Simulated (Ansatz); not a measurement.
## Worked example: self-consistent single point of BePd (P4mm, 2 atoms in the cell) in Ansatz

Method: PBEsol, default PAW files made with PBE (plane waves; Ansatz, a quantum-chemistry and plane-wave program).

Input:

Ansatz 0.2 input:
```yaml
crystal:
  lattice:
    - [2.803205, 0.000000, 0.000000]
    - [0.000000, 2.803205, 0.000000]
    - [0.000000, 0.000000, 2.803205]
  atoms:
    - { symbol: Be, position: [0.000000, 0.000000, 0.017837] }
    - { symbol: Pd, position: [0.500000, 0.500000, 0.500000] }
basis:
  ecutwfc: 420.0 eV
kpoints:
  mp_grid: { grid: [12, 12, 12] }
hamiltonian:
  xc: pbesol
  pseudopotentials: { kind: paw }
scf:
  occupations: { method: fermi_dirac, width: 0.1 eV }
output:
  forces: true
  eigenvalues: true
  stress: true
```

Output (repeated stretches shortened):

```
WARN ansatz: RAYON_NUM_THREADS=1 ignored (pool sized by the plan → 1); use --threads N
Pseudopotentials: kind: paw
Pseudopotential: Be, paw, valence charge 2
Pseudopotential: Pd, paw, valence charge 18
Crystal: 2 atoms, lattice volume = 22.027 Å³
Basis set: ecut = 420 eV, 437 PW (Γ), exchange–correlation on 40×40×40 points (8 copies of the dense FFT grid, shifted against one another)
Bands: 14, of which v1, the nominal top of the filled ones, is band 10 counted from 1 (9 counted from 0)
Symmetry: 8 space group operations
Space group: P4mm (ITA 99), of the structure as read, at distance tolerance 2.8e-5 Å
k-points: 196 of 1728 (time reversal used)
PAW frozen core: Be, regenerated for the run's functional, and the local potential with it
PAW frozen core: Pd, regenerated for the run's functional, and the local potential with it
Initial density: superposition of atomic densities (neutral atoms: chi_scale 0, normalization atom), corrected by the library's trained network
Initial wavefunctions: pseudopotential atomic-orbital guess
Eigensolver: davidson
Functional: x = pbesol(κ = 0.804, μ = 0.12345679012345678), c = pbesol(β = 0.046)
SCF iter   1: F=—  HF=-6998.255601 eV  |F-HF|=—  |Δ(HF+E_count)|=         —  Δρ=8.75e-3  dr2=1.70e-2  ethr=1.77e-3  ⟨swp⟩=5.0  Hψ=15551  notcnv=0
all-band conjugate gradients solve this SCF's bands
preconditioner: auto → none
SCF iter   2: F=—  HF=-6998.252621 eV  |F-HF|=—  |Δ(HF+E_count)|=   2.98e-3  Δρ=4.58e-3  dr2=5.03e-3  ethr=8.49e-5  ⟨swp⟩=1.0  Hψ=4312  notcnv=0
SCF iter   3: F=—  HF=-6998.251497 eV  |F-HF|=—  |Δ(HF+E_count)|=   1.12e-3  Δρ=2.54e-4  dr2=7.29e-6  ethr=2.51e-5  ⟨swp⟩=2.7  Hψ=3846  notcnv=0
SCF iter   4: F=—  HF=-6998.251492 eV  |F-HF|=—  |Δ(HF+E_count)|=   5.22e-6  Δρ=4.04e-5  dr2=1.11e-7  ethr=3.65e-8  ⟨swp⟩=2.7  Hψ=4780  notcnv=0
iter 5 did not close the SCF: its close was put off for the readings that it lacked (scf_convergence_deferred on its scf_iter line)
SCF iter   5: F=-6998.251492 eV  HF=-6998.251492 eV  |F-HF|=1.53e-8  |Δ(HF+E_count)|=   7.66e-8  Δρ=9.84e-6  dr2=2.07e-8  ethr=5.57e-10  ⟨swp⟩=2.3  Hψ=4241  notcnv=0
SCF iter   6: F=-6998.251492 eV  HF=-6998.251492 eV  |F-HF|=3.27e-11  |Δ(HF+E_count)|=   7.45e-9  Δρ=1.78e-6  dr2=3.41e-10  ethr=1.03e-10  ⟨swp⟩=2.1  Hψ=8389  notcnv=0
SCF 1 converged in 6 iterations: F = -6998.251492 eV  dr2 = 3.41e-10
SCF converged after 6 iterations
Free energy (F): -6998.251492 eV
Harris-Foulkes:  -6998.251492 eV  (|F-HF|=3.27e-11)
Internal energy: -6998.225961 eV  (E = F + TS)
E sigma→0 (E₀):  -6998.238726 eV
Entropy (-TS):   -0.025531 eV (-12.766 meV/atom)
Fermi energy:    17.031741 eV
--- Per-component energies (eV) ---
  E_band       = -188.258334
  E_kinetic    = 534.380645
  E_local      = -2192.286229  (includes V_loc(G=0)·N_el)
  E_nonlocal   = 221.985313
  E_hartree    = 905.785408
  E_xc         = -188.430428
  E_vxc        = -233.527010  (∫ρ·V_xc dr)
  E_paw        = -3741.533901  (= ΣΔE_a)
  E_vpaw       = -330.381945  (= ΣTr[D̂ρ^β])
  E_aug_tail   = 0.000224  (compensation charges beyond the density's cutoff)
  E_ewald      = -2538.439049
  E_core_change = 0.312055  (= ΣΔE_core)
  E_smearing   = -0.025531  (= −TS)
  E_closure    = 0.000000  (closes the sum)
  Σ components = -6998.251492   (vs F -6998.251492, Δ=0.00e0)
--- Forces (eV/Å), atoms counted from 1 ---
  atom   1  Be     0.00000000     0.00000000    -0.21560516
  atom   2  Pd    -0.00000000     0.00000000     0.21564506
  max |Σ_I F_I| component: 3.99e-5 eV/Å
--- Stress (GPa, compression-positive) ---
       -0.777078       0.000000       0.000000
        0.000000      -0.777078       0.000000
        0.000000       0.000000      -0.928929
  P = ⅓ Tr σ = -0.8277 GPa (-8.277 kbar)
  The stress holds the Pulay correction. Without it, at fixed plane waves, as pw.x and ABINIT print it: P = -0.8711 GPa
--- Band table (eV; the first three rows and the last of 196) ---
  k-point 0: bands = ["-68.3511", "-34.0080", "-34.0080", "-34.0070", "7.2597", "11.3465", "11.3477", "14.6831", "14.6840", "14.6840", "22.4193", "22.4193", "22.4391", "31.3362"]
  k-point 1: bands = ["-68.3501", "-34.0197", "-34.0069", "-34.0069", "7.3946", "11.3786", "11.4174", "14.5488", "14.5488", "14.6926", "21.9245", "22.6768", "22.6768", "31.1319"]
  k-point 2: bands = ["-68.3474", "-34.0542", "-34.0039", "-34.0039", "7.7812", "11.4645", "11.6143", "14.2094", "14.2094", "14.7188", "20.7322", "23.3840", "23.3840", "30.5218"]
  k-point 195: bands = ["-68.3076", "-34.1549", "-34.1549", "-34.1538", "10.5466", "10.5501", "10.5501", "15.8159", "15.8165", "21.7929", "22.5745", "22.5745", "22.6275", "23.8735"]
```

The run converged in 6 iterations.

The starting cell comes from a database of computed structures (which also holds hypothetical and non-ambient phases and stackings), without a prior relaxation at this level. Its lattice was rescaled by up to half a per cent. One atom was moved a little off its site on purpose. Spin polarisation is off. Ansatz's pressure includes its estimate of the finite-basis (Pulay) stress.
